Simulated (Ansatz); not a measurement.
## hypothetical CdI2 type PbO2 with two functionals, Pb → Sn

The parent structure is PbO2 in the CdI2 type structure (space group P-3m1, No. 164; a = 3.405 Å, c = 4.489 Å; a hypothetical phase, not in the database extracts checked; layered, stacked along the Cartesian z axis).

(Cell as relaxed with PBE-D3(BJ).)

Levels (all Ansatz, an electronic-structure program, PAW): PBE-D3(BJ) (420 eV, no spin-orbit coupling); r2SCAN+rVV10 (500 eV, without spin-orbit coupling).

Each level relaxes its own structure.

| base | PBE-D3(BJ) | r2SCAN+rVV10 |
|---|---|---|
| volume per atom | 15.02 Å³ | 14.31 Å³ |
| lattice parameter a | 3.405 Å | 3.372 Å |

It is then changed as follows: every Pb is replaced by Sn; the structure is relaxed again.

```
quantity                       PBE-D3(BJ)  r2SCAN+rVV10
-----------------------------  ----------  ------------
shortest interatomic distance     2.114 Å    (withheld)
c/a ratio                           1.428    (withheld)
```

Problem. Predict the r2SCAN+rVV10 column.

Solution. 
- shortest interatomic distance, r2SCAN+rVV10: 2.090 Å
- c/a ratio, r2SCAN+rVV10: 1.408

PBE-D3(BJ)'s shortest interatomic distance lies 0.0246 Å above r2SCAN+rVV10's (1.2 %); PBE-D3(BJ)'s c/a ratio lies 0.020 above r2SCAN+rVV10's. Neither level is exact; r2SCAN+rVV10 is the comparison here, not a measurement.

No phonon test of stability was made. As relaxed here, SnO2 is a hypothetical phase, not in the database extracts checked.
